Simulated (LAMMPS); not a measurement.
Consider InP (zinc blende), 1728 atoms, at 200 K and 0 GPa, heated as the crystal in molecular dynamics.

Computed with classical MD, pair style vashishta, file InP.vashishta, run in LAMMPS.

Starting crystal:

Space group F-43m (No. 216); a = b = c = 5.8700 Å, α = β = γ = 90.00°

```tsv
atom	site	symmetry	x	y	z
In	4a	-43m	0.0000	0.0000	0.0000
P	4d	-43m	0.7500	0.7500	0.7500
```

Estimate the state found, the density, the volume per atom for this model.

state found: crystal; no diffusion seen in 30 ps; density: 4.7561 ± 0.0001 g/cm³; volume per atom: 25.4510 ± 0.0002 Å³.
